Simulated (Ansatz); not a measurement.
BaInHO2 (model structure, started from the SrVO2H type, P4/mmm, No. 123, 5 atoms in the cell), treated with HSE06 (PAW; Ansatz, an electronic-structure program).

Settings: plane-wave cutoff 460 eV, 6×6×6 k mesh, Fermi–Dirac smearing 0.01 eV, scalar-relativistic PAW data made under PBE.

Cell (relaxed with PBEsol):

```xyz
5
Lattice="4.2837 0.0000 0.0000 0.0000 4.2837 0.0000 0.0000 0.0000 3.8802" Properties=species:S:1:pos:R:3 pbc="T T T"
Ba     2.1418     2.1418     1.9401
In     0.0000     0.0000     0.0000
O      2.1418     0.0000     0.0000
O      0.0000     2.1418     0.0000
H      0.0000     0.0000     1.9401
```

**Question.** What does this level give for the band gap, smallest direct gap on the k points sampled and direct gap at Γ?

**Answer.** 
* **band gap**: 2.09 eV (on the SCF k mesh)
* **smallest direct gap on the k points sampled**: 2.75 eV
* **direct gap at Γ**: 6.24 eV

Note: the relaxation could raise the start's symmetry but not lower it, so the cell can be a saddle point; cell and atoms aren't relaxed at this level (pressure 1.1 GPa).

Spin–orbit coupling is not included.

The computed numbers hold no vibrational or temperature effects.

Computing time: around 2.4 core-minutes (rough).

A model structure was made by putting elements into a prototype or built by hand; it is no filed structure, need not be a known phase, and can be a saddle point held by its symmetry.
